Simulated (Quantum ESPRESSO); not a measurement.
## Effort and miss along a sweep of K_POINTS: YB4 (P4/mbm, 20 atoms in the cell)

Cell: a = 7.0224 Å, b = 7.0224 Å, c = 3.9727 Å, α = 90.00°, β = 90.00°, γ = 90.00°.

Level of theory: LDA (PZ), GBRV 1.5 ultrasoft (LDA) pseudopotentials (plane waves; Quantum ESPRESSO 7.5).

Base settings: ecutwfc = 40 Ry; ecutrho = 320 Ry; occupations = smearing; smearing = mp; degauss = 0.0147 Ry; potentials = {Y: y_lda_v1.4.uspp.F.UPF, B: b_lda_v1.4.uspp.F.UPF}; K_POINTS = automatic 4 4 7 0 0 0; conv_thr = 1e-10 Ry.

Misses are taken against the tightest run, automatic 9 9 16 0 0 0, which need not be fully converged itself. The energy is the free energy per atom.

The count of work is k-points × plane waves × bands × iterations; it is no time, and leaves out set-up, grids and terms that scale otherwise. Core times come from one kind of shared machine and are given to one figure; runs under 30 s give none.

The starting cell comes from a database of computed structures (which also holds hypothetical and non-ambient phases and stackings), without a prior relaxation at this level. Its lattice was rescaled by a random factor within 2.5 % of one.

```csv
K_POINTS,energy less reference (meV/atom),pressure less reference (GPa),largest difference in the force on any atom (eV/Å),count of work / reference,core time / reference (rough)
automatic 1 1 1 0 0 0,84.90,-2.00,3.059,0.0074,0.03
automatic 1 1 2 0 0 0,10.59,0.43,1.337,0.014,0.03
automatic 2 2 3 0 0 0,-3.85,0.02,0.126,0.044,0.05
automatic 2 2 4 0 0 0,0.87,0.05,0.082,0.067,0.08
automatic 3 3 5 0 0 0,4.64,0.03,0.080,0.067,0.07
automatic 3 3 6 0 0 0,3.18,0.00,0.072,0.095,0.08
automatic 4 4 7 0 0 0,0.52,-0.02,0.026,0.18,0.2
automatic 5 5 8 0 0 0,-0.82,-0.01,0.021,0.22,0.2
automatic 5 5 9 0 0 0,-0.44,0.00,0.007,0.22,0.2
automatic 6 6 11 0 0 0,0.07,0.00,0.011,0.44,0.3
automatic 8 8 13 0 0 0,0.04,0.01,0.003,0.78,0.9
automatic 9 9 16 0 0 0,0.00,0.00,0.000,1.0,1
```

Coarsest setting among those run that, with all tighter ones, holds the energy within 20 meV/atom of the reference: automatic 1 1 2 0 0 0, off by 11 meV/atom; it needs 0.014 of the reference's count of work and about 0.03 of the reference's time.

Coarsest setting among those run that, with all tighter ones, holds the energy within 2 meV/atom of the reference: automatic 4 4 7 0 0 0, off by 0.52 meV/atom; it needs 0.18 of the reference's count of work and about 0.2 of the reference's time. The coarser automatic 2 2 4 0 0 0 also lies inside, but a setting between leaves the range again, so that is luck.

The step from automatic 2 2 3 0 0 0 to automatic 4 4 7 0 0 0: it takes the miss in the energy from 3.9 to 0.52 meV/atom, for 4.0 times the count of work and roughly 4 times the time.
